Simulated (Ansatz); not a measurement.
The starting structures come from a database of crystals and need not be the phases stable at ambient conditions.

 Where the default PAW files enter, the runs use the earlier of Ansatz's two default sets.

Inside the gap of an insulator the Bloch states are evanescent, with a wavenumber k + iκ along the transport direction.

Given:

```
RuSi
1.0
    4.70860     0.00000     0.00000
    0.00000     6.65897     0.00000
    0.00000     3.32948     3.32948
Si Ru
4 4
Direct
  0.33758   0.83758   0.50000
  0.83758   0.66242   0.00000
  0.66242   0.33758   0.82484
  0.16242   0.16242   0.67516
  0.62941   0.12941   0.50000
  0.12941   0.37059   0.00000
  0.37059   0.62941   0.24118
  0.87059   0.87059   0.25882
```

Space group of this cell: P2_13. The cell is taken as given; by PBEsol its mean pressure is -2.4 GPa.

Transport runs along the normal of the first two printed cell vectors, the (110) plane of the conventional cell.

The gap is the functional's own. No spin-orbit coupling. Mid-gap values are interpolated on the energy grid.

### Question
Estimate the band gap and the smallest decay constant κ at mid-gap that PBEsol (Ansatz, a program for electronic structure) returns for this system.

### Answer
Gap 0.23 eV on a 10×10×10 mesh; κ = 0.087 1/Å, at (0.000, 0.167) of the in-plane reciprocal vectors. At the zone centre, at the nearest computed energy, the slowest state has κ = 0.09 1/Å.
